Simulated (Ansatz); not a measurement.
Defect migration in zinc-blende AlN: N vacancy, charge state +1. Computed with PBE, PAW (plane waves to 420 eV; Ansatz, an electronic-structure program).

64-site cell at the relaxed PBE lattice, the Γ point alone, smearing 0.01 eV, spin-restricted, no finite-size correction. Energies are static. The host's phase is taken as given; its stability against other phases was not computed. The charge state is imposed; whether it is stable for some Fermi level was not computed. Forms of the defect that were not tried may lie lower.

Barriers: single points on a 2×2×2 k-point mesh shifted by half a step at the bands' geometries (they differ from the bands' own by up to 0.37 eV, and are uncertain by about as much).

Relaxed starting cell (atoms counted from 1):

```yaml
crystal:
  lattice:
    - [8.80621, 0.00000, 0.00000]
    - [0.00000, 8.80621, 0.00000]
    - [0.00000, 0.00000, 8.80621]
  atoms:
    - { symbol: Al, position: [0.99947, 0.00019, 0.99975] }
    - { symbol: Al, position: [0.99497, 0.99569, 0.50505] }
    - { symbol: Al, position: [0.99871, 0.50070, 0.00005] }
    - { symbol: Al, position: [0.99947, 0.50099, 0.50054] }
    - { symbol: Al, position: [0.49996, 0.99944, 0.00005] }
    - { symbol: Al, position: [0.50026, 0.00019, 0.50055] }
    - { symbol: Al, position: [0.49959, 0.50032, 0.00042] }
    - { symbol: Al, position: [0.49996, 0.50068, 0.50131] }
    - { symbol: N, position: [0.12445, 0.12517, 0.87557] }
    - { symbol: N, position: [0.12445, 0.62517, 0.37557] }
    - { symbol: N, position: [0.12445, 0.62517, 0.87557] }
    - { symbol: N, position: [0.62444, 0.12517, 0.37557] }
    - { symbol: N, position: [0.62444, 0.12517, 0.87557] }
    - { symbol: N, position: [0.62444, 0.62517, 0.37557] }
    - { symbol: N, position: [0.62445, 0.62517, 0.87557] }
    - { symbol: Al, position: [0.99497, 0.25465, 0.24609] }
    - { symbol: Al, position: [0.99947, 0.25014, 0.75139] }
    - { symbol: Al, position: [0.99947, 0.74935, 0.25060] }
    - { symbol: Al, position: [0.99871, 0.74965, 0.75109] }
    - { symbol: Al, position: [0.50027, 0.25015, 0.25059] }
    - { symbol: Al, position: [0.49996, 0.25090, 0.75108] }
    - { symbol: Al, position: [0.49996, 0.74965, 0.24984] }
    - { symbol: Al, position: [0.49959, 0.75002, 0.75072] }
    - { symbol: N, position: [0.12503, 0.37448, 0.12626] }
    - { symbol: N, position: [0.12386, 0.37447, 0.62487] }
    - { symbol: N, position: [0.12386, 0.87586, 0.12627] }
    - { symbol: N, position: [0.12503, 0.87586, 0.62488] }
    - { symbol: N, position: [0.62443, 0.37503, 0.12571] }
    - { symbol: N, position: [0.62446, 0.37503, 0.62543] }
    - { symbol: N, position: [0.62446, 0.87531, 0.12571] }
    - { symbol: N, position: [0.62443, 0.87531, 0.62543] }
    - { symbol: Al, position: [0.25391, 0.99571, 0.24611] }
    - { symbol: Al, position: [0.24942, 0.00019, 0.75139] }
    - { symbol: Al, position: [0.24942, 0.50099, 0.25059] }
    - { symbol: Al, position: [0.25018, 0.50068, 0.75108] }
    - { symbol: Al, position: [0.74862, 0.00020, 0.25060] }
    - { symbol: Al, position: [0.74892, 0.99943, 0.75109] }
    - { symbol: Al, position: [0.74892, 0.50069, 0.24983] }
    - { symbol: Al, position: [0.74930, 0.50031, 0.75071] }
    - { symbol: N, position: [0.37376, 0.12576, 0.12626] }
    - { symbol: N, position: [0.37375, 0.12458, 0.62487] }
    - { symbol: N, position: [0.37431, 0.62516, 0.12571] }
    - { symbol: N, position: [0.37430, 0.62518, 0.62543] }
    - { symbol: N, position: [0.87513, 0.12459, 0.12627] }
    - { symbol: N, position: [0.87514, 0.12575, 0.62488] }
    - { symbol: N, position: [0.87458, 0.62519, 0.12571] }
    - { symbol: N, position: [0.87459, 0.62516, 0.62543] }
    - { symbol: Al, position: [0.24942, 0.25015, 0.99975] }
    - { symbol: Al, position: [0.25390, 0.25462, 0.50502] }
    - { symbol: Al, position: [0.25018, 0.74966, 0.00005] }
    - { symbol: Al, position: [0.24942, 0.74935, 0.50054] }
    - { symbol: Al, position: [0.74892, 0.25091, 0.00005] }
    - { symbol: Al, position: [0.74863, 0.25014, 0.50054] }
    - { symbol: Al, position: [0.74930, 0.75003, 0.00042] }
    - { symbol: Al, position: [0.74892, 0.74965, 0.50131] }
    - { symbol: N, position: [0.37375, 0.37448, 0.37498] }
    - { symbol: N, position: [0.37430, 0.37503, 0.87558] }
    - { symbol: N, position: [0.37376, 0.87586, 0.37615] }
    - { symbol: N, position: [0.37430, 0.87531, 0.87556] }
    - { symbol: N, position: [0.87513, 0.37449, 0.37616] }
    - { symbol: N, position: [0.87459, 0.37503, 0.87556] }
    - { symbol: N, position: [0.87513, 0.87586, 0.37499] }
    - { symbol: N, position: [0.87458, 0.87531, 0.87558] }
```
Cell charge +1.

End state 1 differs by these moves (Å; atoms that move under 0.08 Å are left out):

```
atom  element    Δx     Δy     Δz
----  -------  ----  -----  -----
25          N  0.00  -2.19  -2.19
49         Al  0.00  -0.08  -0.08
```

**Question.** What forward and backward barriers to end state 1 does PBE, PAW give?

**Answer.** forward 4.53 eV, backward 4.53 eV; at the saddle point atom 25 has neighbours Al at 1.77, 4 Al at 2.24 Å. The saddle point's order was not checked, and it lies on a symmetry element of the cell, where a band can be held.
